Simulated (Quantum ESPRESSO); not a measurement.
A self-consistent single point of LiPd (P-6m2, 2 atoms in the cell) with Quantum ESPRESSO.

Level of theory: LDA (PZ), GBRV 1.5 ultrasoft (LDA) pseudopotentials (plane waves; Quantum ESPRESSO).

```
LiPd
1.0
    2.78429     0.00000     0.00000
   -1.39214     2.41126     0.00000
    0.00000     0.00000     4.27815
Pd Li
1 1
Direct
  0.00000   0.00000   0.50000
  0.66667   0.33333   0.00000
```

Reference input (self-consistent single point, DFT, LDA (PZ), plane waves, GBRV 1.5 ultrasoft (LDA) pseudopotentials): ecutwfc = 40 Ry; ecutrho = 320 Ry; occupations = smearing; smearing = marzari-vanderbilt; degauss = 0.0073499 Ry; potentials = {Pd: pd_lda_v1.4.uspp.F.UPF, Li: li_lda_v1.4.uspp.F.UPF}; K_POINTS = automatic 14 14 8 0 0 0; conv_thr = 1e-10 Ry; mixing_beta = 0.7. This run's input differs from it in these lines:

```diff
@@ -11,4 +11,4 @@
    ntyp = 2
-   ecutwfc = 40
-   ecutrho = 320
+   ecutwfc = 28
+   ecutrho = 224
    occupations = 'smearing'
```

Output (repeated stretches shortened):

```
     Self-consistent Calculation

     iteration #  1     ecut=    28.00 Ry     beta= 0.70

     negative rho (up, down):  7.882E-02 0.000E+00

     total energy              =    -207.60011930 Ry
     estimated scf accuracy    <       8.68275458 Ry

     iteration #  2     ecut=    28.00 Ry     beta= 0.70

     negative rho (up, down):  8.277E-02 0.000E+00

     total energy              =    -212.67729078 Ry
     estimated scf accuracy    <      11.45128579 Ry

     iteration #  3     ecut=    28.00 Ry     beta= 0.70

     negative rho (up, down):  8.293E-02 0.000E+00

     total energy              =    -213.23280385 Ry
     estimated scf accuracy    <       1.58132170 Ry

   [... 7 blocks of this kind left out ...]

     iteration # 11     ecut=    28.00 Ry     beta= 0.70

     negative rho (up, down):  8.292E-02 0.000E+00

     total energy              =    -213.08682927 Ry
     estimated scf accuracy    <          6.2E-10 Ry

     iteration # 12     ecut=    28.00 Ry     beta= 0.70

     negative rho (up, down):  8.292E-02 0.000E+00
     End of self-consistent calculation

     Number of k-points >= 100: set verbosity='high' to print the bands.

     the Fermi energy is    10.2790 ev

!    total energy              =    -213.08682927 Ry
     estimated scf accuracy    <          1.5E-11 Ry
     smearing contrib. (-TS)   =       0.00005210 Ry
     internal energy E=F+TS    =    -213.08688137 Ry

     convergence has been achieved in  12 iterations

     negative rho (up, down):  8.292E-02 0.000E+00

     Forces acting on atoms (cartesian axes, Ry/au):

     atom    1 type  1   force =     0.00000000    0.00000000    0.00000000
     atom    2 type  2   force =     0.00000000    0.00000000    0.00000000

     Total force =     0.000000     Total SCF correction =     0.000000

     negative rho (up, down):  8.292E-02 0.000E+00
          total   stress  (Ry/bohr**3)                   (kbar)     P=     -479.60
  -0.00326012  -0.00000000  -0.00000000         -479.58       -0.00       -0.00
  -0.00000000  -0.00326012   0.00000000           -0.00     -479.58        0.00
   0.00000000  -0.00000000  -0.00326058            0.00       -0.00     -479.65

   JOB DONE.
```

The run converged in 12 iterations. Against the reference run the free energy goes up by 448 meV/atom and the pressure goes from -8.10 to -47.96 GPa.

The starting cell comes from a database of published, mostly measured structures (it also holds non-ambient and calculated ones), without a prior relaxation at this level. Its lattice was rescaled by a random factor within 2.5 % of one. Spin polarisation is off. At the lowered cutoff the pressure carries the error of an incomplete plane-wave basis.
